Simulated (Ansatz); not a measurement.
Polymorphs of CsH, r2SCAN, rigid bands run with Ansatz (a quantum-chemistry and plane-wave program); geometry: cell and atoms relaxed with PBEsol.
- Pm-3m, primitive cell of 2: a = b = c = 3.725 Å, α = β = γ = 90.00°
- Fm-3m, primitive cell of 2: a = b = c = 4.422 Å, α = β = γ = 60.00°

| Space group | volume per atom (Å³) | band gap | electron conductivity mass | hole conductivity mass | Seebeck coefficient, n-type 1e19 cm⁻³ |
|---|---|---|---|---|---|
| Pm-3m | 25.8 | 3.16 eV | 0.54 mₑ | 0.54 mₑ | -320 μV/K |
| Fm-3m | 30.6 | 2.61 eV | 0.47 mₑ | … | -318 μV/K |

**Question.** Some entries are withheld; supply them.

**Answer.** 
- Fm-3m, hole conductivity mass: 0.76 mₑ

Masses are for dilute carriers at 300 K, harmonic means over directions unless an axis is named. Seebeck coefficients are for the stated density at 300 K, with one relaxation time for all states and whether or not that doping can be reached. Spin-orbit coupling is left out.

Formula and space group known from diffraction (Crystallography Open Database), not checked to be the room-temperature form: CsH (Fm-3m). Computed structure with no diffraction record at hand here (it may be known, metastable or hypothetical): CsH (Pm-3m).
